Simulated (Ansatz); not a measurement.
We consider corundum Ga2O3 (metastable phase), described by rVV10 in Ansatz (plane waves, PAW).

Numerical settings: plane-wave cutoff 500 eV, 8×8×8 k mesh, gaussian smearing 0.02 eV, scalar-relativistic PAW data made under PBE.

Cell (relaxed at this level):

```
Ga2O3
1.0
    4.78244    -2.54159    -0.00540
    4.78244     2.54159    -0.00540
    3.43646     0.00000     4.18595
Ga O
4 6
Direct
  0.85678   0.85678   0.85678
  0.35678   0.35678   0.35678
  0.14322   0.14322   0.14322
  0.64322   0.64322   0.64322
  0.44695   0.05305   0.75000
  0.05305   0.75000   0.44695
  0.55305   0.94695   0.25000
  0.25000   0.55305   0.94695
  0.94695   0.25000   0.55305
  0.75000   0.44695   0.05305
```

Estimate the band gap that the calculation returns.


- band gap = 2.17 eV (on the SCF k mesh)

Spin–orbit coupling is not included.

The computed numbers hold no vibrational or temperature effects.

The result took around 3.0 core-minutes (rough).

Ansatz is a program for electronic structure.
